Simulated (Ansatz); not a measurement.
## Hypothetical diamond Ni: pressure series

Base system: Ni in the diamond structure (space group Fd-3m, No. 227; a = 5.100 Å; ferromagnetic; a hypothetical phase, not in the database extracts checked).

Cell and atoms are relaxed at each pressure.

Calculations: PBE (Ansatz, a first-principles code), no spin-orbit coupling.

```csv
pressure (GPa),volume per atom (Å³/atom)
-2,16.970
-1,16.768
0,16.581
0.3,16.526
1.5,16.318
3,16.080
5,?
7.5,15.464
10,15.173
```

Problem. Fit the third-order Birch–Murnaghan form P(V) = (3B₀/2)[(V₀/V)^(7/3) − (V₀/V)^(5/3)]·[1 + (3/4)(B₀′ − 4)((V₀/V)^(2/3) − 1)] (squares taken in P) to the rows shown and predict the withheld row.

Solution. Least squares on the printed values gives V₀ = 16.580 Å³/atom, B₀ = 90.9 GPa, B₀′ = 4.8; this predicts 15.789 Å³/atom, and the run gives 15.789 Å³/atom, in agreement.

The magnetic state is the one reached from the starting moments; the real material's order can differ, and small cells can't hold many antiferromagnetic ones. Load acts through the strain it causes; cell and atoms are relaxed under it. Whether these cells are dynamically stable was not tested. No other phases were tried under pressure.
